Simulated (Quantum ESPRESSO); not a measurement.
## A short convergence ladder for As (R-3m, 2 atoms in the cell)

```
As
1.0
    3.69877    -1.88940     0.00000
    3.69877     1.88940     0.00000
    2.73362     0.00000     3.12698
As
2
Direct
  0.22700   0.22700   0.22700
  0.77300   0.77300   0.77300
```

Base method: PBE, GBRV 1.5 ultrasoft (PBE) pseudopotentials (plane waves; Quantum ESPRESSO).

Base settings: ecutwfc = 40 Ry; ecutrho = 200 Ry; occupations = smearing; smearing = fd; degauss = 0.0073499 Ry; potentials = {As: as_pbe_v1.uspp.F.UPF}; K_POINTS = automatic 9 9 9 0 0 0; conv_thr = 1e-10 Ry.

Core times come from one kind of shared machine, to one figure; runs under 30 s give none.

**Zone-centre phonons against the mesh**

In this ladder: ph.x.tr2_ph = 1e-14; ph.x.fildyn = dyn.G; dynmat.x.fildyn = dyn.G; dynmat.x.asr = simple.

Frequencies are those of the unrelaxed cell, without the LO-TO term of polar crystals.

Only quantities that move along the ladder and can be compared are tabulated.

```csv
K_POINTS,highest zone-centre frequency (cm⁻¹),core time / last (rough)
automatic 3 3 3 0 0 0,241.6,0.08
automatic 5 5 5 0 0 0,247.7,0.1
automatic 8 8 8 0 0 0,251.0,0.5
automatic 10 10 10 0 0 0,251.4,1
```

Coarsest K_POINTS that holds the highest zone-centre frequency within 5 cm⁻¹ of the last step, with all finer ones: automatic 5 5 5 0 0 0, at about 0.1 of the last step's time; the step before is off by 9.9 cm⁻¹.

On the base run: the starting cell has typed, rounded lattice constants, without a prior relaxation at this level. Its lattice was rescaled by up to half a per cent.
